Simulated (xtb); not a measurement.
xtb 6.7.1, GFN2-xTB: CC1(C)c2ccsc2-c2sc(-c3cc4sccc4s3)cc21, 33 atoms. The geometry is a generated start, not checked to be a minimum at this level.

```json
{
  "run_flags": "--grad",
  "method": "GFN2-xTB",
  "--acc": "1 (default)",
  "--etemp (K)": "300 (default)",
  "basis_functions": "120",
  "valence_electrons": "104"
}
```

One run each on 1 thread. Values of broydamp tried: 0.02, 0.05, 0.1, 0.2, 0.4 (default), 0.6, 0.8, 1.

Predict the course of the SCC iterations along this series.

Fewest SCC iterations, within one of each other: 0.2 with 13, 0.4 (default) with 13, 0.6 with 13, 0.8 with 14, 1 with 14. The count rises to 20 at 0.02. All converge to one solution.

| broydamp | SCC iterations | end |
|---|---|---|
| 0.02 | 20 | same solution |
| 0.05 | 18 | same solution |
| 0.1 | 15 | same solution |
| 0.2 | 13 | same solution |
| 0.4 (default) | 13 | same solution |
| 0.6 | 13 | same solution |
| 0.8 | 14 | same solution |
| 1 | 14 | same solution |
